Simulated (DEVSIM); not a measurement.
## abrupt InP n-p junction

System: abrupt InP n-p junction, at 400 K.

```csv
layer (left to right),material,thickness (μm),Nd (cm⁻³),Na (cm⁻³),τn (s),τp (s)
1,InP,0.600,3.5e16,-,8.5e-10,8.5e-10
2,InP,3.40,-,1.2e15,8.5e-10,8.5e-10
```

Left contact: ohmic. Right contact: ohmic. Voltage is applied to the left contact. Recombination: SRH at mid-gap. Mobility is μmin + (μ − μmin)/(1 + (N/Nref)^α).

The device is made up for the run: typed textbook-type constants, with dimensions and the other settings drawn at random. Values at 300 K; Nc and Nv go as T^1.5, mobilities as T to minus their exponent, the gap by Varshni's rule with the affinity fixed.

```tsv
parameter	InP
gap (eV)	1.344
affinity (eV)	4.38
permittivity	12.5
Nc (cm⁻³)	5.7e17
Nv (cm⁻³)	1.1e19
μn (cm²/Vs)	5200
μp (cm²/Vs)	170
μn,min	400
μp,min	10
Nref,n	3e17
Nref,p	4.9e17
αn	0.47
αp	0.62
T exponent of μn	2
T exponent of μp	2
Varshni α (eV/K)	0.000363
Varshni β (K)	162
```

Simulated with DEVSIM: 1D drift-diffusion, Boltzmann statistics, complete ionisation; no tunnelling, impact ionisation, image-force lowering or self-heating.

```yaml
potential_step_across_the_device_at_zero_bias: 0.871 V
largest_field_in_the_device_at_zero_bias: 18000 V/cm
Dark forward voltage at 1 A/cm²: 0.597 V
Dark forward voltage at 100 A/cm²: 0.915 V
```

Dark reverse current:

| V (V) | J (A/cm²) |
|---|---|
| 0.04 | 1.2e-5 |
| 0.10 | 2.5e-5 |
| 0.20 | 4.0e-5 |
| 0.30 | 5.4e-5 |
| 0.40 | 6.7e-5 |
| 0.60 | 8.9e-5 |
| 0.80 | 0.00011 |
| 1.00 | 0.00013 |
| 1.30 | 0.00015 |
| 1.60 | 0.00018 |
| 2.00 | 0.00021 |

Dark forward current:

(V (V), J (A/cm²)): (-0.05, -2.6e-5); (-0.10, -7.7e-5); (-0.15, -0.00019); (-0.20, -0.00043); (-0.30, -0.0023); (-0.35, -0.0054); (-0.40, -0.014); (-0.45, -0.036); (-0.50, -0.11); (-0.55, -0.33); (-0.60, -1.1); (-0.70, -8.0); (-0.75, -17); (-0.80, -33); (-0.85, -56); (-0.90, -89); (-0.95, -130); (-1.05, -260); (-1.10, -350); (-1.15, -460); (-1.20, -580); (-1.25, -720); (-1.30, -880); (-1.35, -1100); (-1.45, -1400); (-1.50, -1700); (-1.55, -1900); (-1.60, -2100)
